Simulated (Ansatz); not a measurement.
Crystal: K2PdBr4 (P4/mmm, not sure to be the ambient phase, 7 atoms a cell, 34.2 Å³ an atom); planes in its conventional cell.

These are PBEsol (plane waves, PAW; Ansatz, a program for electronic structure) values and carry that method's errors.

The gap is the functional's own, uncorrected, and κ follows it; spin-orbit coupling is left out. Mid-gap values are interpolated between the computed energies.

```csv
plane,area of the cell (Å²),mid-gap κ (1/Å),largest κ in the gap (1/Å)
(110),45.5,0.26,0.30
(111),71.6,___,___
```

Question: The slowest decay depends on the direction. Supply the withheld values.

Answer: 
- (111), mid-gap κ (1/Å): 0.38
- (111), largest κ in the gap (1/Å): 0.38
